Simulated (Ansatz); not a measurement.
The starting structures come from a database of crystals and need not be the phases stable at ambient conditions.

Tunnelling through a barrier is set by its complex band structure: the current falls as exp(−2κd) with the smallest κ.

Given:

```xyz
8
Lattice="8.0304 0.0000 0.0000 4.0152 7.9057 -0.0048 0.0000 4.9735 1.7264" Properties=species:S:1:pos:R:3 pbc="T T T"
K      8.0304     6.4396     0.8608
K      4.0152     6.4396     0.8608
H      2.0076     3.9528    -0.0024
H      6.0228     3.9528    -0.0024
F     10.0380     8.3430     0.7359
F      2.0076     4.5362     0.9857
F      7.1703     3.9528    -0.0024
F      4.8753     3.9528    -0.0024
```

Space group of this cell: I4/mcm. The cell was relaxed by PBE-D3(BJ); by r2SCAN its mean pressure is -1.4 GPa.

Transport runs along the normal of the first two printed cell vectors, the (111) plane of the conventional cell.

The gap is the functional's own, uncorrected, and κ follows it; spin-orbit coupling is left out. Mid-gap values are interpolated between the computed energies.

Task: Give the band gap and the smallest decay constant κ at mid-gap that r2SCAN run with Ansatz (a first-principles code) yields.

Result: Gap 7.83 eV on a 18×18×18 mesh; κ = 0.584 1/Å, at the zone centre.
